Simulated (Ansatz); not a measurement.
Pt (Im-3m, No. 229; start mp-2646979; another form than the element's usual one): bulk modulus by level of theory

No measured value is used here.

```tsv
level (code)	value (GPa)	cell (Å³/atom)
LDA (Ansatz)	___	14.92
PBEsol (Ansatz)	277	15.21
r²SCAN (Ansatz)	259	15.48
```

Problem. Fill in the missing entries.

Solution. 
- LDA (Ansatz, a first-principles code), value (GPa): 296

Density-functional levels without +SOC have no spin–orbit coupling. LDA, PBEsol, r²SCAN: the bulk modulus is −V dP/dV from two relaxed cells at ±2 % in volume. LDA, PBEsol, r²SCAN: the relaxation could not lower the start's symmetry, so the cell can be a saddle point above a distorted one. Each level is taken at its own relaxed cell. Cutoffs differ between the levels. Ansatz's density-functional and Hartree–Fock values are scalar-relativistic unless marked +SOC, with PAW data made under PBE.

A start named mp-… is a Materials Project structure, which can be a computed phase never made.
